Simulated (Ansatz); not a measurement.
End structure of a constructed model of the (0001) surface of hcp Mg, a layer of Zr in place of the second plane (bottom of the slab: a bare face, its two planes held):

```yaml
crystal:
  lattice:
    - [3.19902, 0.00000, 0.00000]
    - [-1.59951, 2.77043, 0.00000]
    - [0.00000, 0.00000, 29.50000]
  atoms:
    - { symbol: Mg, position: [0.66667, 0.33333, 0.27363] }
    - { symbol: Mg, position: [0.33333, 0.66667, 0.36141] }
    - { symbol: Mg, position: [0.66667, 0.33333, 0.45044] }
    - { symbol: Mg, position: [0.33333, 0.66667, 0.53856] }
    - { symbol: Zr, position: [0.66667, 0.33333, 0.62786] }
    - { symbol: Mg, position: [0.33333, 0.66667, 0.71674] }
```

Set-up: 6 atoms, 13.4 Å thick at the start; mesh 13x13x1; 0.1 eV smearing; dipole correction on; 2 atoms held, the rest relaxed; symmetry of the start imposed; no spin, no spin-orbit, no U. It is one candidate, not shown to be the stable structure of the face.

Question: Predict the work function of the top face from PBE (Ansatz, an electronic-structure program).

Answer: 3.94 eV
